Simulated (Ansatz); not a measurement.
# TaRh3 in the Cu3Au type structure (space group Pm-3m, No. 221)

```cif
data_Rh3Ta
_chemical_formula_sum 'Ta1 Rh3'
_space_group_name_H-M_alt 'P 1'
_space_group_IT_number 1
_cell_length_a 3.84594
_cell_length_b 3.84594
_cell_length_c 3.84594
_cell_angle_alpha 90.000
_cell_angle_beta 90.000
_cell_angle_gamma 90.000
loop_
_space_group_symop_operation_xyz
  'x, y, z'
loop_
_atom_site_label
_atom_site_type_symbol
_atom_site_fract_x
_atom_site_fract_y
_atom_site_fract_z
_atom_site_occupancy
Ta1 Ta 0.00000 0.00000 0.00000 1
Rh1 Rh 0.00000 0.50000 0.50000 1
Rh2 Rh 0.50000 0.00000 0.50000 1
Rh3 Rh 0.50000 0.50000 0.00000 1
```

All numbers come from PBEsol/PAW in Ansatz (a quantum-chemistry and plane-wave program), no spin-orbit coupling. k-mesh 12×12×12 (Γ-centred); smearing 0.05 eV (Fermi–Dirac).

- Volume per atom: 14.22 Å³
- Density: 14.29 g/cm³
- Band gap: zero
- Total energy: -7206.310 eV/atom (σ→0; compares only within this code and set-up)

Whether these cells are dynamically stable was not tested. The final runs are not spin-polarised.
